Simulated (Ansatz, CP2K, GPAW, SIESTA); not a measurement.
TePb (Fm-3m, 2 atoms in the cell) computed with different codes at matched settings

Band-structure calculation.

```yaml
crystal:
  lattice:
    - [0.00000, 3.29608, 3.29608]
    - [3.29608, 0.00000, 3.29608]
    - [3.29608, 3.29608, 0.00000]
  atoms:
    - { symbol: Te, position: [0.00000, 0.00000, 0.00000] }
    - { symbol: Pb, position: [0.50000, 0.50000, 0.50000] }
```

Shared settings, as Ansatz (a first-principles code) writes them: kpoints.mp_grid.grid = 9 9 9; scf.occupations.method = fixed. Potentials and cutoffs stand in the table.

| code | model | gap along the path (eV) | smallest direct gap (eV) | cutoff |
|---|---|---|---|---|
| GPAW | PBE, GPAW PAW datasets PBE (gpaw-data 1.0.1) | 0.81 | 0.81 | 550 eV |
| CP2K | PBE, GPW, DZVP-MOLOPT-SR-GTH basis, GTH-PBE potentials (GTH_POTENTIALS) | 0.82 | 0.82 | grid 400 Ry |
| Ansatz | PBE, default PAW files | 0.85 | 0.85 | default |
| SIESTA | GGA PBE, numerical atomic orbitals DZP, PseudoDojo PBE standard norm-conserving potentials (rewritten from UPF to PSML) | 0.93 | 0.93 | grid 400 Ry |

On Ansatz's run: spin-orbit coupling is off.

The spread over the programs that give each value: gap along the path within 0.12 eV; smallest direct gap within 0.12 eV.

CP2K and SIESTA use small atom-centred bases, whose incompleteness enters pressures, forces and empty levels differently from a plane-wave cutoff.

The starting cell comes from a database of computed structures (which also holds hypothetical and non-ambient phases and stackings), without a prior relaxation at this level. Its lattice was rescaled by a random factor within 2.5 % of one.

Left out of this page: Quantum ESPRESSO, Elk and FLEUR (not drawn, or without a comparable value).

Keys are those of Ansatz 0.2.
